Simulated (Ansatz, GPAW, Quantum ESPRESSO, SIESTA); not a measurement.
## One structure in several programs: Lu (P6_3/mmc, 4 atoms in the cell)

Self-consistent single point, at a second geometry (lattice scaled by 0.98). First geometry:

```xyz
4
Lattice="3.4245 0.0000 0.0000 -1.7123 2.9657 0.0000 0.0000 0.0000 11.0185" Properties=species:S:1:pos:R:3 pbc="T T T"
Lu     0.0000     0.0000     0.0000
Lu     0.0000     0.0000     5.5092
Lu     0.0000     1.9772     2.7546
Lu     1.7123     0.9886     8.2638
```

Shared settings, as Ansatz (a program for electronic structure) writes them: kpoints.mp_grid.grid = 8 8 2; scf.occupations.method = gaussian; scf.occupations.width = 0.1 eV. Potentials and cutoffs stand in the table.

| code | model | ΔF from the first geometry (meV/atom) | pressure (GPa) | cutoff |
|---|---|---|---|---|
| GPAW | PBE, GPAW PAW datasets PBE (gpaw-data 1.0.1) | 31.7 | 4.63 | 800 eV |
| Ansatz | PBE, default PAW files | 29.4 | 4.47 | default |
| Quantum ESPRESSO | PBE, PSlibrary PAW (PBE) pseudopotentials | 33.8 | 4.87 | 50 Ry |
| SIESTA | GGA PBE, numerical atomic orbitals DZP, PseudoDojo PBE standard norm-conserving potentials (rewritten from UPF to PSML) | 28.0 | 3.10 | grid 350 Ry |

On Ansatz's run: spin-orbit coupling is off.

The spread over the programs that give each value: ΔF from the first geometry within 5.8 meV/atom; pressure within 1.77 GPa.

SIESTA uses small atom-centred bases, whose incompleteness enters pressures, forces and empty levels differently from a plane-wave cutoff. Ansatz's pressure is given at a fixed set of plane waves, as the other plane-wave codes print theirs; with its correction for the finite basis it is 4.52 GPa. In the pressure, SIESTA (by 1.53) lies more than 1 GPa from the median of the plane-wave programs.

The starting cell was generated: these elements placed on a structure prototype, without a prior relaxation; it need not be a known phase or ordering of this composition. Its lattice was rescaled by a random factor within 2.5 % of one. For this run, on top of that: lattice scaled by 0.98.

Left out of this page: Elk and FLEUR (not drawn, or without a comparable value).

Keys are those of Ansatz 0.2.
